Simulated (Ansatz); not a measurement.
The starting structures come from a database of crystals and need not be the phases stable at ambient conditions.

 Where the default PAW files enter, the runs use the earlier of Ansatz's two default sets.

Evanescent states of Ba$_{2}$MgH$_{6}$ (P-3m1, not sure to be the ambient phase, 9 atoms a cell, 14.3 Å³ an atom) along the normal of (100)

Computed with r2SCAN (plane waves, PAW; Ansatz, a first-principles code).

The gap is the functional's own. No spin-orbit coupling. Mid-gap values are interpolated on the energy grid.

Energies count from the valence-band top; κ is the least over a 8×6 mesh across the current.

```tsv
E (eV)	κ (1/Å)	where
0.09	0.133	off Γ
0.26	0.212	off Γ
0.42	0.257	off Γ
0.59	0.288	off Γ
0.77	0.310	off Γ
0.94	___	off Γ
1.10	___	off Γ
1.27	___	off Γ
1.45	___	off Γ
1.61	___	off Γ
1.78	___	off Γ
1.96	___	off Γ
2.12	___	off Γ
2.29	___	off Γ
2.46	___	off Γ
2.63	0.273	off Γ
2.81	0.249	Γ
2.98	0.220	Γ
3.15	0.184	Γ
3.31	0.135	Γ
```

Problem. Some entries are withheld; supply them.

Solution. 
- 0.94, κ (1/Å): 0.327
- 1.10, κ (1/Å): 0.340
- 1.27, κ (1/Å): 0.344
- 1.45, κ (1/Å): 0.346
- 1.61, κ (1/Å): 0.346
- 1.78, κ (1/Å): 0.339
- 1.96, κ (1/Å): 0.330
- 2.12, κ (1/Å): 0.320
- 2.29, κ (1/Å): 0.306
- 2.46, κ (1/Å): 0.291
